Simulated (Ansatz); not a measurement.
**CaBr₂ (P4_2/mnm): band-edge transport data**

Data:

```yaml
crystal:
  lattice:
    - [6.73510, 0.00000, 0.00000]
    - [0.00000, 6.73510, 0.00000]
    - [0.00000, 0.00000, 4.32445]
  atoms:
    - { symbol: Ca, position: [0.00000, 0.00000, 0.00000] }
    - { symbol: Ca, position: [0.50000, 0.50000, 0.50000] }
    - { symbol: Br, position: [0.80237, 0.19763, 0.50000] }
    - { symbol: Br, position: [0.19763, 0.80237, 0.50000] }
    - { symbol: Br, position: [0.30237, 0.30237, 0.00000] }
    - { symbol: Br, position: [0.69763, 0.69763, 0.00000] }
```

The numbers are results of PBEsol, rigid bands (plane waves, PAW, scalar-relativistic; Ansatz, an electronic-structure program), not measurements. How the cell was made: cell and atoms relaxed with PBEsol.

- band gap = 4.36 eV
- electron conductivity mass (300 K, dilute) = 1.20 (x), 1.20 (y), 0.53 (z) mₑ
- effective density of states N_c (300 K) = 2.0e19 cm⁻³
- density-of-states mass, electrons = 0.87 mₑ
- Seebeck coefficient, n-type 1e19 cm⁻³, 300 K = -283 μV/K

Rigid bands; masses and Seebeck coefficients take one relaxation time τ for all states and one kind of carrier; polarons and phonon drag are left out. Spin-orbit coupling is left out.

Computed structure with no diffraction record at hand here (it may be known, metastable or hypothetical): CaBr2 (P4_2/mnm).
